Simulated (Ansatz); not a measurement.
Base system: C in the diamond structure (space group Fd-3m, No. 227; a = 3.554 Å). Axes: x, y, z lie along the cube axes.

The change: tensor shear ε_xy = −2.01 % (engineering shear γ = -0.0402); the atoms relax in the strained cell.

Levels (all Ansatz, a program for electronic structure, PAW): PBEsol (420 eV, without spin-orbit coupling); HSE06+SOC (420 eV, with spin-orbit coupling).

The geometry is relaxed with PBEsol.

| Property | Value |
|---|---|
| PBEsol lowest conduction level above the VBM at special points | X 3.75 eV; T 4.55 eV; Σ₀ 4.85 eV; Γ 4.93 eV |
| PBEsol valence-band top at Γ | 0.00, -0.12, -0.15 eV |

Task: How does going to HSE06+SOC change the lowest conduction level above the VBM at special points and valence-band top at Γ?

Result: The lowest conduction level above the VBM at special points changes from X 3.75 eV; T 4.55 eV; Σ₀ 4.85 eV; Γ 4.93 eV to X 5.05 eV; T 5.88 eV; Σ₀ 6.22 eV; Γ 6.35 eV; the valence-band top at Γ (three highest Kramers pairs, from the VBM) becomes 0.00, -0.10, -0.12 eV (PBEsol: 0.00, -0.12, -0.15 eV).

Single points use the geometry relaxed with PBEsol. The hybrid gap comes from the SCF mesh plus the semilocal run's edge points and a few special points and is an upper bound. The spin-orbit shifts are approximate. The levels and masses belong to the bands next to the band gap. Stability against distortions was not tested. Labels are those of the standard path for the cell's own space group.
